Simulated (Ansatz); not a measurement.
The reference is ZnS in the zinc blende structure (space group F-43m, No. 216; a = 5.389 Å).

Levels (all Ansatz, a first-principles code, PAW): r2SCAN (500 eV, no SOC); HSE06 (420 eV, no spin-orbit coupling).

The geometry is relaxed with r2SCAN.

| Quantity | Value |
|---|---|
| r2SCAN lowest conduction level above the VBM at special points | Γ 2.70 eV; X 3.71 eV; L 3.82 eV |

Q: How does going to HSE06 change the lowest conduction level above the VBM at special points?

A: The lowest conduction level above the VBM at special points becomes Γ 3.37 eV; X 4.36 eV; L 4.57 eV (r2SCAN: Γ 2.70 eV; X 3.71 eV; L 3.82 eV).

Single points use the geometry relaxed with r2SCAN. The levels and masses belong to the bands next to the band gap. No phonon test of stability was made.
